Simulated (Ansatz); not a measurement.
**Worked example: self-consistent single point of LuBi2ClO4 (P4/mmm, 8 atoms in the cell) in Ansatz (a first-principles code)**

Method of the run: LDA (PW92), default PAW files made with PBE (plane waves; Ansatz).

Input as run:

Ansatz 0.2 input:
```yaml
# LuBi2ClO4
crystal:
  lattice:
    - [3.85715000, 0.00000000, 0.00000000]
    - [0.00000000, 3.85715000, 0.00000000]
    - [0.00000000, 0.00000000, 9.01524000]
  atoms:
    - { symbol: Lu, position: [0.00000000, 0.00000000, 0.00000000] }
    - { symbol: Bi, position: [0.50000000, 0.50000000, 0.27571000] }
    - { symbol: Bi, position: [0.50000000, 0.50000000, 0.72429000] }
    - { symbol: Cl, position: [0.00000000, 0.00000000, 0.50000000] }
    - { symbol: O, position: [0.50000000, 0.00000000, 0.85157000] }
    - { symbol: O, position: [0.50000000, 0.00000000, 0.14843000] }
    - { symbol: O, position: [0.00000000, 0.50000000, 0.85157000] }
    - { symbol: O, position: [0.00000000, 0.50000000, 0.14843000] }
kpoints:
  mp_grid: { grid: [7, 7, 3] }
hamiltonian:
  xc: lda
  pseudopotentials: { kind: paw }
scf:
  occupations: { method: fixed }
output:
  forces: true
  eigenvalues: true
  stress: true
```

The program printed (abridged):

```
WARN basis.ecutwfc = 420 eV, the default
WARN ansatz: RAYON_NUM_THREADS=1 ignored (pool sized by the plan → 1); use --threads N
Pseudopotentials: kind: paw
Pseudopotential: Lu, paw, valence charge 25
Pseudopotential: Bi, paw, valence charge 15
Pseudopotential: Cl, paw, valence charge 7
Pseudopotential: O, paw, valence charge 6
Crystal: 8 atoms, lattice volume = 134.125 Å³
Basis set: ecut = 420 eV, 2639 PW (Γ)
Bands: 52, of which v1, the nominal top of the filled ones, is band 43 counted from 1 (42 counted from 0)
Symmetry: 16 space group operations
Space group: P4/mmm (ITA 123), of the structure as read, at distance tolerance 5.1e-5 Å
k-points: 20 of 147
PAW frozen core: Lu, regenerated for the run's functional, and the local potential with it
PAW frozen core: Bi, regenerated for the run's functional, and the local potential with it
PAW frozen core: Cl, regenerated for the run's functional, and the local potential with it
PAW frozen core: O, regenerated for the run's functional, and the local potential with it
Initial density: superposition of atomic densities (neutral atoms: chi_scale 0, normalization atom), corrected by the library's trained network
Initial wavefunctions: pseudopotential atomic-orbital guess
Eigensolver: davidson
Functional: x = slater, c = lda
SCF iter   1: F=—  HF=-41936.227856 eV  |F-HF|=—  |Δ(HF+E_count)|=         —  Δρ=1.49e-2  dr2=2.97e-1  ethr=1.77e-3  ⟨swp⟩=5.4  Hψ=3880  notcnv=0  defer=124
all-band conjugate gradients solve this SCF's bands
preconditioner: auto → Resta (q_TF=auto, 2.534 Å⁻¹)
SCF iter   2: F=—  HF=-41936.162818 eV  |F-HF|=—  |Δ(HF+E_count)|=   6.50e-2  Δρ=5.62e-3  dr2=3.66e-2  ethr=3.45e-4  ⟨swp⟩=2.5  Hψ=1964  notcnv=0  defer=140
SCF iter   3: F=—  HF=-41936.155535 eV  |F-HF|=—  |Δ(HF+E_count)|=   7.28e-3  Δρ=2.13e-3  dr2=5.11e-3  ethr=4.26e-5  ⟨swp⟩=2.9  Hψ=1795  notcnv=0  defer=140
SCF iter   4: F=—  HF=-41936.154207 eV  |F-HF|=—  |Δ(HF+E_count)|=   1.33e-3  Δρ=6.23e-4  dr2=4.33e-4  ethr=5.95e-6  ⟨swp⟩=2.9  Hψ=1732  notcnv=0  defer=140
SCF iter   5: F=—  HF=-41936.154053 eV  |F-HF|=—  |Δ(HF+E_count)|=   1.55e-4  Δρ=2.54e-4  dr2=6.79e-5  ethr=5.04e-7  ⟨swp⟩=3.0  Hψ=2352  notcnv=0  defer=140
SCF iter   6: F=—  HF=-41936.154001 eV  |F-HF|=—  |Δ(HF+E_count)|=   5.20e-5  Δρ=8.59e-5  dr2=9.97e-6  ethr=7.89e-8  ⟨swp⟩=3.0  Hψ=2167  notcnv=0  defer=90
SCF iter   7: F=—  HF=-41936.154003 eV  |F-HF|=—  |Δ(HF+E_count)|=   2.35e-6  Δρ=2.58e-5  dr2=9.45e-7  ethr=1.16e-8  ⟨swp⟩=2.7  Hψ=1842  notcnv=0  defer=92
SCF iter   8: F=-41936.154003 eV  HF=-41936.154003 eV  |F-HF|=8.54e-9  |Δ(HF+E_count)|=   3.03e-7  Δρ=4.14e-6  dr2=2.93e-8  ethr=1.16e-10  ⟨swp⟩=15.8  Hψ=8642  notcnv=0
SCF 1 converged in 8 iterations: F = -41936.154003 eV  dr2 = 2.93e-8
SCF converged after 8 iterations
Free energy (F): -41936.154003 eV
Harris-Foulkes:  -41936.154003 eV  (|F-HF|=8.54e-9)
Internal energy: -41936.154003 eV  (E = F + TS)
E sigma→0 (E₀):  -41936.154003 eV
Fermi energy:    9.043066 eV
--- Per-component energies (eV) ---
  E_band       = -210.300333
  E_kinetic    = 1877.670205
  E_local      = -14684.843608  (includes V_loc(G=0)·N_el)
  E_nonlocal   = 1954.307808
  E_hartree    = 6032.322594
  E_xc         = -913.768593
  E_vxc        = -1042.083111  (∫ρ·V_xc dr)
  E_paw        = -29056.565027  (= ΣΔE_a)
  E_vpaw       = -380.012248  (= ΣTr[D̂ρ^β])
  E_aug_tail   = 0.009142  (compensation charges beyond the density's cutoff)
  E_ewald      = -7148.173567
  E_core_change = 2.887043  (= ΣΔE_core)
  E_smearing   = -0.000000  (= −TS)
  E_closure    = -0.000000  (closes the sum)
  Σ components = -41936.154003   (vs F -41936.154003, Δ=0.00e0)
--- Forces (eV/Å), atoms counted from 1 ---
  atom   1  Lu     0.00000000    -0.00000000    -0.00000000
  atom   2  Bi    -0.00000000     0.00000000    -0.67257917
  atom   3  Bi     0.00000000     0.00000000     0.67257917
  atom   4  Cl     0.00000000    -0.00000000     0.00000000
  atom   5  O     -0.00000000     0.00000000    -0.17133663
  atom   6  O      0.00000000     0.00000000     0.17133663
  atom   7  O     -0.00000000     0.00000000    -0.17133663
  atom   8  O      0.00000000     0.00000000     0.17133663
  max |Σ_I F_I| component: 2.78e-17 eV/Å
--- Stress (GPa, compression-positive) ---
       -7.563367       0.000000       0.000000
        0.000000      -7.563367       0.000000
        0.000000       0.000000      -6.497532
  P = ⅓ Tr σ = -7.2081 GPa (-72.081 kbar)
  The stress holds the Pulay correction. Without it, at fixed plane waves, as pw.x and ABINIT print it: P = -7.7370 GPa
--- Band table (eV; the first three rows and the last of 20) ---
  k-point 0: bands = ["-44.4969", "-15.3950", "-15.2309", "-15.2309", "-12.9905", "-12.9860", "-12.8185", "-12.8090", "-12.8090", "-12.8065", "-12.8065", "-12.8026", "-12.7321", "-12.7317", "-8.9561", "-8.2712", "-6.6586", "-6.2645", "-4.8412", [...]
  k-point 1: bands = ["-44.4969", "-15.3950", "-15.2309", "-15.2309", "-12.9901", "-12.9864", "-12.8174", "-12.8102", "-12.8102", "-12.8054", "-12.8054", "-12.8038", "-12.7320", "-12.7317", "-8.9484", "-8.2831", "-6.6586", "-6.2645", "-4.8298", [...]
  k-point 2: bands = ["-44.4964", "-15.3819", "-15.2802", "-15.2290", "-12.9756", "-12.9733", "-12.8334", "-12.8226", "-12.8088", "-12.8063", "-12.8060", "-12.7928", "-12.7353", "-12.7351", "-8.7977", "-8.1926", "-6.7009", "-6.3637", "-4.7954", [...]
  k-point 19: bands = ["-44.4914", "-15.4580", "-15.4574", "-15.2590", "-12.9214", "-12.9159", "-12.9000", "-12.8979", "-12.7757", "-12.7691", "-12.7665", "-12.7613", "-12.7540", "-12.7536", "-7.2547", "-7.1513", "-7.1376", "-7.0111", "-4.4567", [...]
```

The run converged in 8 iterations.

The starting cell comes from a database of computed structures (which also holds hypothetical and non-ambient phases and stackings), without a prior relaxation at this level. Spin-orbit coupling is off. With a pressure of about -7 GPa the cell is away from its equilibrium volume at this level. Ansatz's pressure includes its estimate of the finite-basis (Pulay) stress. Without the estimate this run gives -7.74 GPa. Another mesh or the band path of this cell gives a smaller gap, so this value is not converged in the mesh.
